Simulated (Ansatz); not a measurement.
## TiS2 (C2/m, No. 12, 6 atoms in the cell; start mp-1077263; a measured phase of this formula has another space group)

The numbers are results of PBE0 in Ansatz (PAW), not measurements.

Numerical settings: plane-wave cutoff 460 eV, 8×8×2 k mesh (along the axes of the cell as run), Fermi–Dirac smearing 0.01 eV, no spin polarisation, scalar-relativistic PAW data made under PBE.

Cell (relaxed with PBEsol):

```xyz
6
Lattice="2.9015 -1.6751 -0.0001 2.9015 1.6751 -0.0001 -2.1746 0.0000 17.3089" Properties=species:S:1:pos:R:3 pbc="T T T"
Ti     0.7268     0.0000    14.4742
Ti     2.9015     0.0000     2.8344
S     -1.2075     0.0000    13.0483
S      4.8358     0.0000     4.2604
S      2.6611     0.0000    15.8971
S      0.9672     0.0000     1.4116
```

* **band gap**: 1.07 eV (on the SCF k mesh) (indirect)
* **smallest direct gap on the k points sampled**: 1.66 eV

Note: cell and atoms aren't relaxed at this level (pressure 1.5 GPa); the cell has widely spaced layers and the level no dispersion term, so their spacing and the moduli can rest on weak binding.

Computing time: roughly 8 core-minutes.

A start named mp-… is a Materials Project structure, which need not be a measured phase.

Ansatz is an electronic-structure program.
